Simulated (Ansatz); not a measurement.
An ideal cubic perovskite cell is held by its symmetry; such compounds can tilt or shift off centre at room temperature. The starting structures come from a database of crystals and need not be the phases stable at ambient conditions.

By PBEsol, the system below comes out a metal.

Here is the system:

```yaml
crystal:
  lattice:
    - [5.75541, 0.00000, 0.00000]
    - [-2.87771, 4.98433, 0.00000]
    - [2.87771, 1.66144, 2.34964]
  atoms:
    - { symbol: Sr, position: [0.00000, 0.50000, 0.50000] }
    - { symbol: Nb, position: [0.00000, 0.00000, 0.00000] }
    - { symbol: O, position: [0.50000, 0.50000, 0.50000] }
    - { symbol: O, position: [0.50000, 0.00000, 0.50000] }
    - { symbol: O, position: [0.00000, 0.00000, 0.50000] }
```

Space group of this cell: Pm-3m, cubic perovskite. The cell is taken as given; by PBEsol its mean pressure is -6.7 GPa.

The current flows along the normal of the first two printed cell vectors, the (111) plane of the conventional cell. No spin-orbit coupling; the value is a mean over 0.1 eV about the Fermi level.

### Question
Compute, with PBEsol in Ansatz (a first-principles code), the ballistic conductance per area.

### Answer
0.53 × 10¹⁵ S/m² for both spins.
